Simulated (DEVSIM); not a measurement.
# Si p+/n-/n+ power diode

Device: Si p+/n-/n+ power diode, at 300 K.

```tsv
layer (left to right)	material	thickness (μm)	Nd (cm⁻³)	Na (cm⁻³)	τn (s)	τp (s)
1	Si	1.40	-	2.7e18	3.3e-7	3.3e-7
2	Si	20.0	5.1e14	-	3.3e-7	3.3e-7
3	Si	6.00	2.8e18	-	3.3e-7	3.3e-7
```

Left contact: ohmic. Right contact: ohmic. Voltage is applied to the left contact. Recombination: SRH at mid-gap, radiative. Mobility is μmin + (μ − μmin)/(1 + (N/Nref)^α).

Constants are typed, rounded textbook-type inputs, not results; the design itself was drawn at random and stands for no fabricated device. Values at 300 K.

```
parameter           Si
-------------  -------
gap (eV)         1.124
affinity (eV)     4.05
permittivity      11.7
Nc (cm⁻³)      2.86e19
Nv (cm⁻³)       3.1e19
μn (cm²/Vs)       1417
μp (cm²/Vs)        470
μn,min              52
μp,min              45
Nref,n          9.7e16
Nref,p          2.2e17
αn                0.68
αp                0.72
B (cm³/s)      4.7e-15
```

DEVSIM, 1D drift-diffusion, Boltzmann statistics, complete ionisation; no tunnelling, impact ionisation, image-force lowering or self-heating.

The potential step across the device at zero bias is 1.001 V. The dark forward voltage at 1 A/cm² is 0.635 V and the dark forward voltage at 100 A/cm² comes out as 0.849 V.

Dark forward current:

| V (V) | J (A/cm²) |
|---|---|
| 0.05 | 6.7e-8 |
| 0.10 | 2.5e-7 |
| 0.15 | 7.8e-7 |
| 0.20 | 2.5e-6 |
| 0.25 | 8.8e-6 |
| 0.30 | 3.6e-5 |
| 0.35 | 0.00018 |
| 0.40 | 0.0010 |
| 0.45 | 0.0064 |
| 0.50 | 0.037 |
| 0.55 | 0.16 |
| 0.60 | 0.49 |
| 0.65 | 1.4 |
| 0.70 | 3.7 |
| 0.75 | 10 |
| 0.80 | 30 |
| 0.85 | 100 |
| 0.90 | 370 |
| 0.95 | 1300 |
| 1.00 | 3500 |

Small-signal capacitance in reverse bias (quasi-static):

| V (V) | C (nF/cm²) |
|---|---|
| -2 | 4.01 |
| -5 | 2.74 |
| -10 | 1.99 |
| -15 | 1.64 |
| -20 | 1.43 |
| -30 | 1.17 |
| -40 | 1.02 |
| -50 | 0.914 |
| -65 | 0.802 |
| -80 | 0.724 |
| -100 | 0.648 |
